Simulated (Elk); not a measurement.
Elk run on SrO (Fm-3m, 2 atoms in the cell): self-consistent single point.

Method: Elk 10.2.4 with LDA (PW92), all-electron FP-LAPW, Elk's shipped species files, LAPW+lo basis.

```
SrO
1.0
    0.00000     2.58000     2.58000
    2.58000     0.00000     2.58000
    2.58000     2.58000     0.00000
Sr O
1 1
Cartesian
  0.00000   0.00000   0.00000
  2.58000   2.58000   2.58000
```

Reference input (self-consistent single point, DFT, PBE, all-electron FP-LAPW, Elk's shipped species files, LAPW+lo basis): xctype = 20; rgkmax = 8; stype = 3; swidth = 0.00183747 Ha; ngridk = 8 8 8; gmaxvr = 14 1/bohr; nxoapwlo = 1. This run's input differs from it in these lines:

```diff
@@ -4,3 +4,3 @@
 xctype
-  20
+  3
```

Log, with long lists cut:

```
│ Self-consistent loop started │
│ Loop number : 1 │
 total energy                :     -3256.63837251
│ Loop number : 2 │
 total energy                :     -3256.59513374
RMS change in Kohn-Sham potential (target) :   0.3697271147     (  0.1000000000E-05)
Absolute change in total energy (target)   :   0.4323876769E-01 (  0.1000000000E-03)
│ Loop number : 3 │
 total energy                :     -3255.64017051
RMS change in Kohn-Sham potential (target) :   0.2498680548     (  0.1000000000E-05)
Absolute change in total energy (target)   :   0.9657729261     (  0.1000000000E-03)
│ Loop number : 4 │
   [... lines left out ...]
Absolute change in total energy (target)   :   0.8497279032E-03 (  0.1000000000E-03)
│ Loop number : 14 │
 total energy                :     -3251.13068763
RMS change in Kohn-Sham potential (target) :   0.1563960506E-05 (  0.1000000000E-05)
Absolute change in total energy (target)   :   0.2504763711E-03 (  0.1000000000E-03)
│ Loop number : 15 │
 total energy                :     -3251.13069114
RMS change in Kohn-Sham potential (target) :   0.1876882674E-06 (  0.1000000000E-05)
Absolute change in total energy (target)   :   0.6613140977E-04 (  0.1000000000E-03)
Convergence targets achieved

│ Loop number : 16 │

Energies :
 Fermi                       :     0.211247966258
 total energy                :     -3251.13069020

Density of states at Fermi energy :   0.5442339469E-07
 (states/Hartree/unit cell)

Estimated indirect band gap :   0.1154909711
 from k-point      1 to k-point     21
Estimated direct band gap   :   0.1186743255
 at k-point     21

Charges :
 core                        :    30.00000000
 valence                     :    16.00000000
 interstitial                :    2.305063859
 muffin-tins (core leakage)
  species :    1 (Sr)
   atom    1                 :    36.07972189     (  0.2925997120E-04)
  species :    2 (O)
   atom    1                 :    7.615214256     (  0.9186978067E-08)
 total in muffin-tins        :    43.69493614
 total calculated charge     :    46.01435204
 total charge                :    46.00000000
 error                       :   0.1435203686E-01

│ Self-consistent loop stopped │
```

The run converged in 16 iterations. The count includes the last loop, which Elk runs after its targets are met. Against the reference run the gap on the mesh goes from 3.330 to 3.143 eV.

The starting cell has typed, rounded lattice constants, without a prior relaxation at this level. Values depend on the basis (sphere radii, cutoffs, local orbitals), which need not be converged.
